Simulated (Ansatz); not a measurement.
## ZnS: Zn vacancy, symmetric start

Start from an 8-atom supercell of ZnS in the wurtzite structure (space group P6_3mc, No. 186; a = 3.782 Å, c = 6.208 Å) at its relaxed geometry.

It is then changed as follows: one Zn atom is removed, atoms relaxed at fixed cell.

Method: PBEsol (Ansatz, a first-principles code; PAW; 420 eV plane waves; scalar-relativistic without spin-orbit coupling). k-mesh 4×6×4 (Γ-centred); smearing 0.01 eV (Fermi–Dirac).

```yaml
pressure: -2.4 GPa (base 0.0 GPa)
energy_gained_by_relaxation: 0.02 eV
largest_displacement_of_a_host_atom_from_its_site_in_the_perfect_cell: 0.08 Å
mean_distance_from_the_defect_site_to_its_nearest_host_atoms: 235 pm (base 232 pm)
```

The magnetic state is the one reached from the starting moments; the real material's order can differ, and small cells can't hold many antiferromagnetic ones. The cell is small, so the values are those of an ordered compound at a high defect concentration; dilute-limit values will differ. The mesh was chosen for an insulator and is coarse for the gapless case. The defect started on the symmetric site and kept its symmetry, so it may sit on a saddle. The defect cell is spin-polarised and ends with 0.9 μB.
